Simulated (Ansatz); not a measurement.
Take HfS₂ in the CdI2 type structure (space group P-3m1, No. 164; a = 3.547 Å, c = 5.577 Å; layered, stacked along the Cartesian z axis) as the base. Axes: x lies along a and z along c of the hexagonal cell.

Calculations: PBEsol-D3(BJ), PAW, 420 eV (Ansatz, a quantum-chemistry and plane-wave program; without spin-orbit coupling).

Base values:

The valence-band top at Γ is 0.00, -0.29, -0.29 eV and the band gap comes out as 0.45 eV.

It is then changed as follows: biaxial strain −0.22 %, plane normal [001], relaxed out of plane (Cartesian); in-plane vectors clamped, the third vector and the atoms free.

Problem. Predict the new valence-band top at Γ.

Solution. The valence-band top at Γ (three highest levels, from the VBM) goes from 0.00, -0.29, -0.29 eV to 0.00, -0.27, -0.27 eV.

Problem. How does this affect the out-of-plane strain?

Solution. The out-of-plane strain comes out as +0.07 %.

Problem. How does this affect the band gap?

Solution. The band gap drops by 0.02 eV to 0.43 eV.

Spin-orbit coupling, missing from the scalar runs, can matter with Hf. Whether these cells are dynamically stable was not tested.
